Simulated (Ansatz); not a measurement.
Functionals compared on the (100) surface of germanium, p(2x1) symmetric dimers (bottom of the slab: dihydride, held), in Ansatz (plane waves, PAW). The structure was relaxed with PBE; the other rows are single points on it. Cutoff 420 eV (500 eV for r2SCAN).

Slab: 20 atoms, 10.9 Å thick at the start with caps and adatoms (thin: gaps and levels are the slab's own); k 4x7x1, smearing 0.025 eV, dipole-corrected; 8 atoms held, the rest relaxed; held to the start's symmetry, so lower structures may exist; no spin (in PBE a spin-polarised start ends no clearly lower), no spin-orbit, no U. The slab shows no gap on its mesh. In PBE it lies 0.21 eV a 1x1 cell over the lowest computed structure of the same composition (c(4x2) alternately buckled dimers). These notes are the PBE run's.

| functional | work function of the top face (eV) | rough cost of the single point |
|---|---|---|
| PBE | 4.58 | – |
| r2SCAN | [?] | around 2.6 core-minutes (rough) |

### Question
Some entries are withheld; supply them.

### Answer

- r2SCAN, work function of the top face (eV): 4.75

Ansatz is a quantum-chemistry and plane-wave program.
